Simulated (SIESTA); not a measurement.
SIESTA run on CdF2 (Fm-3m, 3 atoms in the cell): self-consistent single point

Level of theory: GGA PBE, numerical atomic orbitals DZP, PseudoDojo PBE standard norm-conserving potentials (rewritten from UPF to PSML) (SIESTA).

The input file:

```
# files in the folder: Cd.psml F.psml (PseudoDojo PBE standard)
SystemName  CdF2
SystemLabel siesta

NumberOfAtoms                3
NumberOfSpecies              2
%block ChemicalSpeciesLabel
  1 48 Cd
  2 9 F
%endblock ChemicalSpeciesLabel
LatticeConstant              1.0 Bohr
%block LatticeVectors
     0.000000000    5.086912181    5.086912181
     5.086912181    0.000000000    5.086912181
     5.086912181    5.086912181    0.000000000
%endblock LatticeVectors
AtomicCoordinatesFormat      Bohr
%block AtomicCoordinatesAndAtomicSpecies
     0.000000000    0.000000000    0.000000000  1
     2.543456090    2.543456090    2.543456090  2
     7.630368271    7.630368271    7.630368271  2
%endblock AtomicCoordinatesAndAtomicSpecies

XC.functional                GGA
XC.authors                   PBE
PAO.BasisSize                DZP
PAO.EnergyShift              0.01 Ry
MeshCutoff                   300 Ry
%block kgrid.MonkhorstPack
    7   0   0  0.0
    0   7   0  0.0
    0   0   7  0.0
%endblock kgrid.MonkhorstPack
OccupationFunction           FD
ElectronicTemperature        10 K

MaxSCFIterations             150
SCF.Mixer.Method             Broyden
SCF.Mixer.Weight             0.1
SCF.Mixer.History            6
SCF.DM.Tolerance             1.0E-05
Diag.ParallelOverK           true
WriteForces                  true
```

Log, with long lists cut:

```
reinit: Reading from file input.fdf

reinit: System Name: CdF2
reinit: System Label: siesta

coor:   Atomic-coordinates input format  =     Cartesian coordinates
coor:                                            (in Bohr units)

siesta: Atomic coordinates (Bohr) and species
siesta:      0.00000   0.00000   0.00000  1        1
siesta:      2.54346   2.54346   2.54346  2        2
siesta:      7.63037   7.63037   7.63037  2        3

siesta: System type = bulk

initatomlists: Number of atoms, orbitals, and projectors:      3    45    44

siesta: ******************** Simulation parameters ****************************
redata: Spin configuration                          = none
redata: Time-Reversal Symmetry                      = T
redata: Number of Atomic Species                    =        2
redata: Mesh Cutoff                                 =   300.0000 Ry
redata: Net charge of the system                    =     0.0000 |e|
redata: Min. number of SCF Iter                     =        0
redata: Max. number of SCF Iter                     =      150
redata: SCF convergence failure will abort job
redata: SCF mix quantity                            = Hamiltonian
redata: Mix DM or H after convergence               =   F
redata: Recompute H after scf cycle                 =   F
redata: Mix DM in first SCF step                    =   T
redata: No kicks to SCF
redata: DM Mixing Weight for Kicks                  =     0.5000
redata: Require Harris convergence for SCF          =   F
redata: Harris energy tolerance for SCF             =     0.000100 eV
redata: Require DM convergence for SCF              =   T
redata: DM tolerance for SCF                        =     0.000010
redata: Require EDM convergence for SCF             =   F
redata: EDM tolerance for SCF                       =     0.001000 eV
redata: Require H convergence for SCF               =   T
redata: Hamiltonian tolerance for SCF               =     0.001000 eV
redata: Require (free) Energy convergence for SCF   =   F
redata: (free) Energy tolerance for SCF             =     0.000100 eV
redata: Using DFT-D3 dispersion                     =   F
redata: Using Saved Data (generic)                  =   F
redata: Method of Calculation                       = Diagonalization
redata: Electronic Temperature                      =    10.0000 K
redata: Number of TDED substeps                     =        3
redata: Dynamics option                             = Single-point calculation
redata: Save all siesta data in one NC              =   F
redata: ***********************************************************************

%block SCF.Mixers
  Broyden
%endblock SCF.Mixers

%block SCF.Mixer.Broyden
  # Mixing method
  method broyden

  # Mixing options
  weight 0.1000
  weight.linear 0.1000
  weight.prime 0.1000
  history 6
%endblock SCF.Mixer.Broyden

DM_history_depth set to one: no extrapolation allowed by default for geometry relaxation
Size of DM history Fstack: 1
Total number of electrons:    34.000000
Total ionic charge:    34.000000

* ProcessorY, Blocksize:    1  46

* Orbital distribution balance (max,min):    45    45

 Kpoints in:          196 . Kpoints trimmed:          172

siesta: k-grid: Number of k-points = 172
siesta: k-points from Monkhorst-Pack grid
siesta: k-cutoff (effective) =    13.324 Ang
siesta: k-point supercell and displacements
siesta: k-grid:     7     0     0      0.000
siesta: k-grid:     0     7     0      0.000
siesta: k-grid:     0     0     7      0.000

diag: Algorithm                                     = D&C
diag: Parallel over k                               =   F
diag: Use parallel 2D distribution                  =   F
diag: Parallel block-size                           = 46
diag: Parallel distribution                         =     1 x     1
diag: Used triangular part                          = Lower
diag: Absolute tolerance                            =  0.100E-15
diag: Orthogonalization factor                      =  0.100E-05
diag: Memory factor                                 =  1.0000

superc: Internal auxiliary supercell:     5 x     5 x     5  =     125
superc: Number of atoms, orbitals, and projectors:    375   5625   5500

                        Single-point calculation

superc: Internal auxiliary supercell:     5 x     5 x     5  =     125
superc: Number of atoms, orbitals, and projectors:    375   5625   5500

outcell: Unit cell vectors (Ang):
        0.000000    2.691878    2.691878
        2.691878    0.000000    2.691878
        2.691878    2.691878    0.000000

outcell: Cell vector modules (Ang)   :    3.806890    3.806890    3.806890
outcell: Cell angles (23,13,12) (deg):     60.0000     60.0000     60.0000
outcell: Cell volume (Ang**3)        :     39.0118
new_DM -- step:     1
Initializing Density Matrix...

Attempting to read DM from file... Failed...
DM filled with atomic data:

InitMesh: MESH = 36 x 36 x 36 = 46656
InitMesh: Mesh cutoff (required, used) =   300.000   370.730 Ry

stepf: Fermi-Dirac step function

        iscf     Eharris(eV)        E_KS(eV)     FreeEng(eV)     dDmax    Ef(eV) dHmax(eV)
   scf:    1    -6110.393914    -6110.007409    -6110.007409  1.611554 -4.961654  9.768825
   scf:    2    -6112.181194    -6111.143093    -6111.143093  0.110255 -5.547654  7.556910
   scf:    3    -6113.081868    -6112.585006    -6112.585006  0.323059 -3.945295  0.791036
   scf:    4    -6112.591504    -6112.588280    -6112.588280  0.002172 -3.956807  0.746605
   scf:    5    -6112.628092    -6112.616801    -6112.616801  0.050819 -4.232750  0.088143
   scf:    6    -6112.612813    -6112.615091    -6112.615091  0.007488 -4.270466  0.196232
   scf:    7    -6112.618310    -6112.616873    -6112.616873  0.006894 -4.223869  0.088677
   scf:    8    -6112.617528    -6112.617312    -6112.617312  0.005541 -4.186359  0.000564
   scf:    9    -6112.617312    -6112.617312    -6112.617312  0.000038 -4.186190  0.000339
   scf:   10    -6112.617312    -6112.617312    -6112.617312  0.000011 -4.186164  0.000303
   scf:   11    -6112.617312    -6112.617312    -6112.617312  0.000010 -4.186153  0.000283
   scf:   12    -6112.617312    -6112.617312    -6112.617312  0.000009 -4.186147  0.000266

SCF Convergence by DM+H criterion
max |DM_out - DM_in|         :     0.0000090585
max |H_out - H_in|      (eV) :     0.0002662467
SCF cycle converged after 12 iterations

Using DM_out to compute the final energy and forces

siesta: E_KS(eV) =            -6112.6173

siesta: E_KS - E_eggbox =     -6112.6173

siesta: Atomic forces (eV/Ang):
     1   -0.000000   -0.000000   -0.000000
     2    0.000066    0.000066    0.000066
     3   -0.000066   -0.000066   -0.000066
   Tot    0.000000    0.000000    0.000000
   Max    0.000066
   Res    0.000054    sqrt( Sum f_i^2 / 3N )
   Max    0.000066    constrained

Stress tensor Voigt[x,y,z,yz,xz,xy] (kbar):        6.54        6.54        6.54       -0.19       -0.19       -0.19
(Free)E + p*V (eV/cell)    -6112.7765
Target enthalpy (eV/cell)    -6112.6173

siesta: Program's energy decomposition (eV):
siesta: Ebs     =      -920.486886
siesta: Eions   =      9042.231576
siesta: Ena     =      1319.386097
siesta: Ekin    =      2576.343811
siesta: Enl     =       -32.033993
siesta: Eso     =         0.000000
siesta: Edftu   =         0.000000
siesta: DEna    =        28.468091
siesta: DUscf   =         1.258887
siesta: DUext   =         0.000000
siesta: Ex      =      -911.362806
siesta: Ec      =       -52.445822
siesta: Exc     =      -963.808628
siesta: Eharris =     -6112.617312
siesta: Etot    =     -6112.617312
siesta: FreeEng =     -6112.617312

siesta: Stress tensor (static) (eV/Ang**3):
siesta:     0.004080   -0.000116   -0.000116
siesta:    -0.000116    0.004080   -0.000116
siesta:    -0.000116   -0.000116    0.004080

siesta: Cell volume =         39.011811 Ang**3

siesta: Pressure (static):
siesta:                Solid            Molecule  Units
siesta:          -0.00004444         -0.00004439  Ry/Bohr**3
siesta:          -0.00408013         -0.00407558  eV/Ang**3
siesta:          -6.53708380         -6.52979894  kBar
```

The run converged in 12 iterations.

The starting cell comes from a database of computed structures (which also holds hypothetical and non-ambient phases and stackings), without a prior relaxation at this level. Its lattice was rescaled by a random factor within 2.5 % of one. Values carry the incompleteness of an atom-centred basis.
